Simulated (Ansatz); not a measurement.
Hypothetical anti-perovskite Cs3AuS: pressure series

Base system: Cs₃AuS in the anti-perovskite structure (space group Pm-3m, No. 221; a hypothetical phase, not in the database extracts checked).

```yaml
crystal:
  lattice:
    - [6.67748, 0.00000, 0.00000]
    - [0.00000, 6.67748, 0.00000]
    - [0.00000, 0.00000, 6.67748]
  atoms:
    - { symbol: Cs, position: [0.00000, 0.50000, 0.50000] }
    - { symbol: Cs, position: [0.50000, 0.00000, 0.50000] }
    - { symbol: Cs, position: [0.50000, 0.50000, 0.00000] }
    - { symbol: Au, position: [0.00000, 0.00000, 0.00000] }
    - { symbol: S, position: [0.50000, 0.50000, 0.50000] }
```

Cell and atoms are relaxed at each pressure.

All numbers come from PBE (Ansatz, a program for electronic structure), spin-orbit coupling left out.

```tsv
case	shortest interatomic distance	density	electron mass	band gap
base	3.339 Å	3.50 g/cm³	0.34 mₑ along k, 0.56 mₑ across (at X)	1.14 eV
pressure −1 GPa	[?]	[?]	[?]	[?]
pressure 0.3 GPa	3.303 Å	3.62 g/cm³	0.34 mₑ along k, 0.56 mₑ across (at X)	1.09 eV
pressure 0.7 GPa	3.263 Å	3.75 g/cm³	0.33 mₑ along k, 0.55 mₑ across (at X)	1.03 eV
pressure 1.5 GPa	3.200 Å	3.97 g/cm³	0.32 mₑ along k, 0.54 mₑ across (at X)	0.92 eV
pressure 3 GPa	3.112 Å	4.32 g/cm³	0.31 mₑ along k, 0.52 mₑ across (at X)	0.72 eV
pressure 5 GPa	3.027 Å	4.70 g/cm³	0.29 mₑ along k, 0.49 mₑ across (at X)	0.47 eV
pressure 7.5 GPa	2.948 Å	5.09 g/cm³	0.28 mₑ along k, 0.44 mₑ across (at X)	0.20 eV
pressure 10 GPa	2.886 Å	5.42 g/cm³	–	zero
```

Problem. Some entries are withheld; estimate them.

Solution. 
- pressure −1 GPa, shortest interatomic distance: 3.525 Å
- pressure −1 GPa, density: 2.98 g/cm³
- pressure −1 GPa, electron mass: 0.38 mₑ along k, 0.57 mₑ across (at X)
- pressure −1 GPa, band gap: 1.29 eV

A case with no gap was solved on a k-mesh chosen for an insulator, which is coarse for it. With Au present, leaving out spin-orbit coupling can change the band edges. Load acts through the strain it causes; cell and atoms are relaxed under it. Masses are band curvatures over ±0.01 Å⁻¹ around the edge. Along k means along the line from Γ to the band edge. No phonon test of stability was made. No other phases were tried under pressure. All final runs are without spin polarisation. A zero or small gap of Cs3AuS under pressure 7.5 GPa and Cs3AuS under pressure 10 GPa can be the functional's error rather than a property of the material.
